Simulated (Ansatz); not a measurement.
The starting structures come from a database of crystals and need not be the phases stable at ambient conditions.

By PBEsol, the system below comes out a metal.

Input:

```xyz
4
Lattice="4.0820 0.0000 0.0000 0.0000 4.0820 0.0000 0.0000 0.0000 4.0820" Properties=species:S:1:pos:R:3 pbc="T T T"
Zr     0.0000     0.0000     0.0000
Al     0.0000     2.0410     2.0410
Al     2.0410     0.0000     2.0410
Al     2.0410     2.0410     0.0000
```

The cell is taken as given; by PBEsol it stands under a pressure of -0.8 GPa.

The current flows along the normal of the first two printed cell vectors, the (001) plane of the conventional cell. No spin-orbit coupling; the value is a mean over 0.1 eV about the Fermi level.

### Question
Predict the ballistic conductance per area from PBEsol (Ansatz, a quantum-chemistry and plane-wave program).

### Answer
0.79 × 10¹⁵ S/m² for both spins.
